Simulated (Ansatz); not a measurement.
Consider interstitial H in zinc-blende GaP, charge state -1. Level of theory: PBE, PAW (plane waves to 420 eV; Ansatz, an electronic-structure program).

Cell of 64 host sites held at the relaxed PBE lattice; one k-point at (0.250, 0.250, 0.250); Fermi-Dirac width 0.01 eV, spin-restricted; finite-size errors left in. Energies are static. The charge state is imposed; whether it is stable for some Fermi level was not computed. Sites that were not tried may lie lower.

Barriers: single points on a 2×2×2 k-point mesh shifted by half a step at the bands' geometries (they differ from the bands' own by up to 0.29 eV, and are uncertain by about as much).

Relaxed starting cell (atoms counted from 1):

```xyz
65
Lattice="11.0145 0.0000 0.0000 0.0000 11.0145 0.0000 0.0000 0.0000 11.0145" Properties=species:S:1:pos:R:3 pbc="T T T"
Ga     0.0432     0.0000     0.0273
Ga     0.0086    -0.0183     5.5517
Ga     0.0243     5.5077     0.0087
Ga     0.0080     5.4936     5.5030
Ga     5.5678    -0.0185    -0.0072
Ga     5.4702    -0.0571     5.4543
Ga     5.5189     5.4936    -0.0077
Ga     5.5232     5.5057     5.5073
P      1.3513     1.4020     4.2300
P      1.4018     1.3680     9.6254
P      1.4013     6.8751     4.1525
P      1.3947     6.8757     9.6315
P      6.8979     1.3606     4.1488
P      6.9125     1.3736     9.6276
P      6.8877     6.8929     4.1292
P      6.9034     6.8790     9.6408
Ga     0.0442     2.7195     2.7446
Ga     0.0239     2.7429     8.2612
Ga     0.0131     8.2241     2.7712
Ga     0.0127     8.2589     8.2681
Ga     5.5531     2.7530     2.7623
Ga     5.5177     2.7518     8.2623
Ga     5.4771     8.3002     2.7975
Ga     5.5255     8.2546     8.2552
P      1.3978     4.1392     1.3818
P      1.3920     4.1374     6.8931
P      1.3672     9.5416     1.3519
P      1.4049     9.6142     6.8916
P      6.9089     4.1374     1.3764
P      6.9022     4.1257     6.8866
P      6.9075     9.6141     1.3892
P      6.8871     9.6387     6.8713
Ga     2.4612     0.3124     2.4457
Ga     2.7732    -0.0046     8.2536
Ga     2.7684     5.5095     2.7526
Ga     2.7780     5.5118     8.2514
Ga     8.2693    -0.0045     2.7573
Ga     8.2687    -0.0129     8.2528
Ga     8.2672     5.5118     2.7622
Ga     8.2800     5.4990     8.2642
P      4.2464     1.4020     1.3356
P      4.1647     1.3606     6.8821
P      4.1684     6.8751     1.3857
P      4.1450     6.8927     6.8720
P      9.6412     1.3677     1.3861
P      9.6433     1.3736     6.8965
P      9.6472     6.8756     1.3789
P      9.6567     6.8791     6.8877
Ga     2.7603     2.7191     0.0285
Ga     2.7777     2.7527     5.5376
Ga     2.7868     8.2240    -0.0022
Ga     2.8130     8.3000     5.4613
Ga     8.2769     2.7428     0.0086
Ga     8.2779     2.7517     5.5018
Ga     8.2838     8.2588    -0.0030
Ga     8.2711     8.2546     5.5098
P      4.1483     4.1220     4.1328
P      4.1340     4.1282     9.6296
P      4.0393     9.7245     4.0237
P      4.1550     9.6328     9.6440
P      9.6453     4.1280     4.1182
P      9.6620     4.1242     9.6464
P      9.6596     9.6329     4.1393
P      9.6538     9.6464     9.6383
H      1.4747     1.3498     1.4599
```
Cell charge -1.

End state 1 differs by these moves (Å; atoms that move under 0.08 Å are left out):

| atom | element | Δx | Δy | Δz |
|---|---|---|---|---|
| 5 | Ga | -0.14 | 0.19 | 0.19 |
| 9 | P | 0.04 | -0.01 | -0.09 |
| 23 | Ga | 0.07 | -0.06 | -0.06 |
| 33 | Ga | 0.26 | -0.39 | 0.35 |
| 41 | P | -0.38 | 0.22 | 0.29 |
| 49 | Ga | -0.04 | 0.07 | -0.10 |
| 52 | Ga | -0.05 | -0.06 | 0.05 |
| 59 | P | 0.12 | -0.13 | 0.11 |
| 65 | H | 1.36 | 1.12 | 1.02 |

Problem. Predict the forward and backward barriers to end state 1 from PBE, PAW.

Solution. forward 0.84 eV, backward 0.39 eV; at the saddle point atom 65 has neighbours Ga at 2.28, 2 Ga at 2.31; 3 P at 2.26 Å. The saddle point's order was not checked, and it lies on a symmetry element of the cell, where a band can be held.
